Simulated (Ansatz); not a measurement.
The reference is BN in the h-BN type structure (space group P6_3/mmc, No. 194; a = 2.500 Å, c = 6.413 Å; layered, stacked along the Cartesian z axis).

Calculations: Kohn–Sham DFT with the PBEsol-D3(BJ) functional, run in Ansatz (a program for electronic structure) with PAW and 420 eV plane waves, spin-orbit coupling left out, earlier PAW set.

One change was made to it. Results:

| quantity | base | after |
|---|---|---|
| lattice parameter a | 2.500 Å | 2.496 Å |
| smallest direct gap | 4.49 eV | 4.35 eV |
| band gap | 4.08 eV | 4.00 eV |

### Question
Name the change that was made.
A. pressure 9 GPa
B. pressure 4.2 GPa
C. pressure 1.8 GPa

### Answer
C, pressure 1.8 GPa. For comparison, the band gap in the other runs: pressure 4.2 GPa gives 3.96 eV; pressure 9 GPa gives 3.87 eV.

Load acts through the strain it causes; cell and atoms are relaxed under it. Whether these cells are dynamically stable was not tested. Competing high-pressure phases were not computed.
